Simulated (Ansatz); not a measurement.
## Carrier properties of ZnSe (F-43m)

Data:

```xyz
2
Lattice="0.0000 2.8167 2.8167 2.8167 0.0000 2.8167 2.8167 2.8167 0.0000" Properties=species:S:1:pos:R:3 pbc="T T T"
Zn     0.0000     0.0000     0.0000
Se     4.2251     4.2251     4.2251
```

Calculation: PBEsol, rigid bands (plane waves, PAW, scalar-relativistic; Ansatz, a program for electronic structure). How the cell was made: cell and atoms relaxed with PBEsol.

```yaml
band_gap: 1.24 eV
electron conductivity mass (300 K, dilute): 0.102 mₑ
effective density of states N_c (300 K): 7.7e17 cm⁻³
density_of_states_mass_electrons: 0.098 mₑ
Seebeck coefficient, n-type 1e19 cm⁻³, 300 K: -65 μV/K
```

Rigid bands; masses and Seebeck coefficients take one relaxation time τ for all states and one kind of carrier; polarons and phonon drag are left out. Spin-orbit coupling is left out.
